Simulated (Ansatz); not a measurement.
Ansatz (a program for electronic structure) run on ZrCu5 (R3m, 6 atoms in the cell): self-consistent single point.

Method: LDA (PW92), default PAW files made with PBE (plane waves; Ansatz).

The change in words: lattice scaled by 0.98; kpoints.mp_grid.grid: 8 8 8 → 11 11 11; scf.occupations.width: 0.1 eV → 0.05 eV. Reference geometry:
```yaml
crystal:
  lattice:
    - [0.00000, 3.42178, 3.42178]
    - [3.42178, 0.00000, 3.42178]
    - [3.42178, 3.42178, 0.00000]
  atoms:
    - { symbol: Zr, position: [0.00422, 0.00422, 0.00422] }
    - { symbol: Cu, position: [0.75000, 0.75000, 0.75000] }
    - { symbol: Cu, position: [0.37589, 0.87233, 0.37589] }
    - { symbol: Cu, position: [0.37589, 0.37589, 0.37589] }
    - { symbol: Cu, position: [0.87233, 0.37589, 0.37589] }
    - { symbol: Cu, position: [0.37589, 0.37589, 0.87233] }
```

Reference input (self-consistent single point, DFT, LDA (PW92), plane waves, default PAW files made with PBE): basis.ecutwfc = 420 eV; kpoints.mp_grid.grid = 8 8 8; hamiltonian.xc = lda; hamiltonian.pseudopotentials = {kind: paw} (the program's default PAW files); scf.occupations.method = fermi_dirac; scf.occupations.width = 0.1 eV. This run's input differs from it in these lines:

Ansatz 0.2 input:
```diff
@@ -3,5 +3,5 @@
   lattice:
-    - [0.000000, 3.421780, 3.421780]
-    - [3.421780, 0.000000, 3.421780]
-    - [3.421780, 3.421780, 0.000000]
+    - [0.000000, 3.353344, 3.353344]
+    - [3.353344, 0.000000, 3.353344]
+    - [3.353344, 3.353344, 0.000000]
   atoms:
@@ -16,3 +16,3 @@
 kpoints:
-  mp_grid: { grid: [8, 8, 8] }
+  mp_grid: { grid: [11, 11, 11] }
 hamiltonian:
@@ -21,3 +21,3 @@
 scf:
-  occupations: { method: fermi_dirac, width: 0.1 }
+  occupations: { method: fermi_dirac, width: 0.05 }
 output:
```

Output (repeated stretches shortened):

```
SCF iter   1: F=—  HF=-36856.965326 eV  |F-HF|=—  |Δ(HF+E_count)|=         —  Δρ=1.53e-2  dr2=7.69e-2  ethr=1.77e-3  ⟨swp⟩=5.7  Hψ=28836  notcnv=0  defer=298
all-band conjugate gradients solve this SCF's bands
preconditioner: auto → Kerker (q_TF=auto, 2.892 Å⁻¹)
SCF iter   2: F=—  HF=-36856.942669 eV  |F-HF|=—  |Δ(HF+E_count)|=   2.27e-2  Δρ=3.77e-3  dr2=2.00e-2  ethr=7.18e-5  ⟨swp⟩=2.0  Hψ=16012  notcnv=0  defer=753
   [... lines left out ...]
SCF iter   5: F=—  HF=-36856.938035 eV  |F-HF|=—  |Δ(HF+E_count)|=   2.39e-5  Δρ=3.10e-4  dr2=4.17e-5  ethr=1.48e-7  ⟨swp⟩=2.0  Hψ=13653  notcnv=0  defer=753
SCF iter   6: F=—  HF=-36856.938029 eV  |F-HF|=—  |Δ(HF+E_count)|=   5.26e-6  Δρ=4.45e-5  dr2=2.53e-6  ethr=3.89e-8  ⟨swp⟩=2.0  Hψ=15808  notcnv=0  defer=753
SCF iter   7: F=—  HF=-36856.938030 eV  |F-HF|=—  |Δ(HF+E_count)|=   3.08e-7  Δρ=2.40e-5  dr2=6.19e-7  ethr=2.36e-9  ⟨swp⟩=2.0  Hψ=12739  notcnv=0  defer=753
SCF iter   8: F=-36856.938030 eV  HF=-36856.938030 eV  |F-HF|=6.35e-8  |Δ(HF+E_count)|=   1.41e-7  Δρ=7.29e-6  dr2=6.55e-8  ethr=9.35e-11  ⟨swp⟩=7.4  Hψ=40063  notcnv=0
SCF 1 converged in 8 iterations: F = -36856.938030 eV  dr2 = 6.55e-8
Free energy (F): -36856.938030 eV
Internal energy: -36856.907904 eV  (E = F + TS)
E sigma→0 (E₀):  -36856.922967 eV
Entropy (-TS):   -0.030126 eV (-5.021 meV/atom)
Fermi energy:    17.587183 eV
--- Forces (eV/Å), atoms counted from 1 ---
  atom   1  Zr    -0.20718840    -0.20718840    -0.20718840
  atom   2  Cu     0.02321061     0.02321061     0.02321061
  atom   3  Cu     0.06238356     0.08098253     0.06238356
  atom   4  Cu    -0.02176334    -0.02176334    -0.02176334
  atom   5  Cu     0.08098253     0.06238356     0.06238356
  atom   6  Cu     0.06238356     0.06238356     0.08098253
--- Stress (GPa, compression-positive) ---
        0.494272       0.174879       0.174879
        0.174879       0.494272       0.174879
        0.174879       0.174879       0.494272
  P = ⅓ Tr σ = 0.4943 GPa (4.943 kbar)
  The stress holds the Pulay correction. Without it, at fixed plane waves, as pw.x and ABINIT print it: P = 0.4024 GPa
```

The run converged in 8 iterations. Against the reference run the free energy falls by 14.5 meV/atom, the pressure goes from -8.84 to 0.49 GPa and the largest force goes from 0.285 to 0.359 eV/Å.

The starting cell comes from a database of computed structures (which also holds hypothetical and non-ambient phases and stackings), without a prior relaxation at this level. Its lattice was rescaled by up to half a per cent. One atom was moved a little off its site on purpose. For this run, on top of that: lattice scaled by 0.98. Spin polarisation is off. Ansatz's pressure includes its estimate of the finite-basis (Pulay) stress.

Cost on one core of a shared machine: roughly 60 s.
